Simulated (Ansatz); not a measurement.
Structures of equal composition on the (111) surface of fcc Cu: a layer of Ru in place of the second plane; a layer of Ru in place of the third plane. The slabs share one bottom face, and each structure is named by its start. These are constructed structures in small cells; real faces may alloy, dewet or reconstruct in larger ones, and not all known structures of the face are among them. Slabs of about 11 Å, Fermi-Dirac smearing of 0.1 eV. Bottom of the slabs: a bare face, its two planes held. Relaxed from the named starts with such symmetry as they have, on meshes of like density; energies extrapolated to zero smearing; spin only where a row says so; no spin-orbit coupling, no U. Brackets mark spin-polarised runs, whose order is one that fits the cell.

The numbers are results of PBE (plane waves to 420 eV, PAW; Ansatz, an electronic-structure program), not measurements.

### Question
Order them by energy per 1x1 cell (lowest first) at the level PBE.

### Answer
a layer of Ru in place of the third plane (0.000 eV), a layer of Ru in place of the second plane (0.102 eV)
